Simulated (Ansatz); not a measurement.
Start from TaC in the rock salt structure (space group Fm-3m, No. 225; relaxed with 0.1 eV smearing).

```yaml
crystal:
  lattice:
    - [0.00000, 2.22001, 2.22001]
    - [2.22001, 0.00000, 2.22001]
    - [2.22001, 2.22001, 0.00000]
  atoms:
    - { symbol: C, position: [0.00000, 0.00000, 0.00000] }
    - { symbol: Ta, position: [0.50000, 0.50000, 0.50000] }
```

Cartesian axes are those of the cell as printed.

Level of theory: PBEsol (Ansatz, a program for electronic structure, PAW, no spin-orbit coupling), earlier PAW set.

Modification: every lattice vector is stretched by 1.44 %; the atoms relax in the strained cell.

Q: Predict the stress tensor and what it implies for the stiffness.

A: Stress of the strained cell less that of the base (GPa, compression positive):
```
  -13.5     0.0     0.0
    0.0   -13.5     0.0
    0.0     0.0   -13.5
```

Then B = −ΔP/(ΔV/V₀) with ΔV/V₀ = 0.0438 gives secant stiffness values (nonlinear terms included at this strain): B ≈ 308 GPa.

As a check, the harmonic strain energy −½ V₀ Δσ:ε is 20 meV/atom; the computed energy rise is 21 meV/atom.

No phonon test of stability was made. The final runs are not spin-polarised.
